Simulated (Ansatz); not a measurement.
The parent structure is AlN in the wurtzite structure (space group P6_3mc, No. 186; a = 3.089 Å, c = 4.943 Å). Axes: x lies along a and z along c of the hexagonal cell.

The values are results of LDA (Ansatz, a quantum-chemistry and plane-wave program, PAW, no spin-orbit coupling), not measurements.

Strains are applied to the cell and any free atomic positions relax.

One change was made to it. Results:

| quantity | base | after |
|---|---|---|
| band gap | 4.42 eV | 4.38 eV |
| energy relative to the base (free energy F) | 0 meV/atom | +2.6 meV/atom |
| valence-band top at Γ (three highest levels, from the VBM) | 0.00, -0.23, -0.23 eV | 0.00, -0.26, -0.29 eV |
| shortest interatomic distance | 1.876 Å | 1.872 Å |

What was done to the base?
A) tensor shear ε_xz = +1.67 %
B) tensor shear ε_xz = +0.33 %
C) tensor shear ε_xz = +1.33 %
D) tensor shear ε_xz = +2.00 %
E) tensor shear ε_xz = +0.67 %

C, tensor shear ε_xz = +1.33 %. For comparison, the energy relative to the base in the other runs: tensor shear ε_xz = +0.67 % gives +0.7 meV/atom; tensor shear ε_xz = +2.00 % gives +5.9 meV/atom; tensor shear ε_xz = +0.33 % gives +0.2 meV/atom; tensor shear ε_xz = +1.67 % gives +4.1 meV/atom.

No phonon test of stability was made.
